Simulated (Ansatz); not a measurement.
Here is the system:

```yaml
crystal:
  lattice:
    - [4.23316, 0.00000, 0.00000]
    - [0.00000, 4.23316, 0.00000]
    - [0.00000, 0.00000, 7.60450]
  atoms:
    - { symbol: Pb, position: [0.50000, 0.00000, 0.19014] }
    - { symbol: Pb, position: [0.00000, 0.50000, 0.80986] }
    - { symbol: Br, position: [0.50000, 0.00000, 0.65287] }
    - { symbol: Br, position: [0.00000, 0.50000, 0.34713] }
    - { symbol: F, position: [0.00000, 0.00000, 0.00000] }
    - { symbol: F, position: [0.50000, 0.50000, 0.00000] }
```

No spin polarisation.

Computed with PBEsol-D3(BJ), PAW, 420 eV (Ansatz, a program for electronic structure; spin-orbit coupling left out). Γ-centred 8×8×5 mesh, Fermi–Dirac width 0.05 eV.

Q: Predict the space group, band gap, pressure and gap character.

A: The space group is P4/nmm (No. 129) and the band gap is 2.41 eV. The pressure (mean of the normal stresses, compression positive) comes out as -3.73 GPa and the gap character comes out as direct at Z.

With Pb present, leaving out spin-orbit coupling can change the band edges. The cells carry an imposed strain or load. Stability against distortions was not tested. The cell was made from PbBrF in the PbFCl type structure (space group P4/nmm, No. 129; a model cell) by this change: isotropic strain +2.81 %.
